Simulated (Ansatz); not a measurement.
**L1₂ (Cu3Au-type) Al₃Sc**

The numbers are results of LDA (PAW; Ansatz, a first-principles code), not measurements.

Run with plane-wave cutoff 520 eV, 16×16×16 k mesh, Fermi–Dirac smearing 0.077 eV (set by the program), scalar-relativistic PAW data made under PBE.

Cell (relaxed at this level):

```cif
data_Al3Sc
_chemical_formula_sum 'Sc1 Al3'
_space_group_name_H-M_alt 'P 1'
_space_group_IT_number 1
_cell_length_a 4.03205
_cell_length_b 4.03205
_cell_length_c 4.03205
_cell_angle_alpha 90.000
_cell_angle_beta 90.000
_cell_angle_gamma 90.000
loop_
_space_group_symop_operation_xyz
  'x, y, z'
loop_
_atom_site_label
_atom_site_type_symbol
_atom_site_fract_x
_atom_site_fract_y
_atom_site_fract_z
_atom_site_occupancy
Sc1 Sc 0.00000 0.00000 0.00000 1
Al1 Al 0.00000 0.50000 0.50000 1
Al2 Al 0.50000 0.00000 0.50000 1
Al3 Al 0.50000 0.50000 0.00000 1
```

```json
{
 "elastic constant C11": "201 GPa",
 "elastic constant C12": "44.4 GPa",
 "elastic constant C44": "80.5 GPa",
 "Voigt–Reuss–Hill bulk modulus": "96.5 GPa",
 "polycrystal shear modulus (Hill average)": "79.6 GPa",
 "young_modulus": "187 GPa",
 "poisson_ratio": "0.177"
}
```

Elastic constants are with the ions relaxed.

Computed values are for the static lattice.

Cost on a shared machine: roughly 7 core-minutes.
